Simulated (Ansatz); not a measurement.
For GaAs (model structure, started from the BeO type, P4₂/mnm, No. 136, 8 atoms in the cell), PBEsol (plane waves, PAW; Ansatz, a quantum-chemistry and plane-wave program) gives:

| Quantity | Result |
|---|---|
| equilibrium lattice constant a | 6.918 Å |
| c axis length | 4.002 Å |
| cohesive energy | 3.48 eV/atom |
| band gap | 0.48 eV |

Q: What does r²SCAN+rVV10 (PAW; Ansatz) give for the same quantities?

A: 
- lattice constant a: 6.894 Å (drops by 0.3 %)
- lattice parameter c: 3.998 Å (decreases by 0.1 %)
- cohesive energy: 3.39 eV/atom (drops by 0.09 eV/atom)
- band gap: 0.98 eV (rises by 0.50 eV)

Changes are worked out from the printed values.

Unless a cell is named, each level is at its own relaxed cell (PBEsol 23.94, r²SCAN+rVV10 23.75 Å³/atom).

Spin–orbit coupling is included only where a level's name says +SOC; with heavier elements it mostly lowers gaps and can invert bands. Density-functional gaps are differences of (generalised) Kohn–Sham levels.

Ansatz's density-functional and Hartree–Fock values are scalar-relativistic unless marked +SOC, with PAW data made under PBE.

A model structure was made by putting elements into a prototype or built by hand; it is no filed structure, need not be a known phase, and can be a saddle point held by its symmetry.
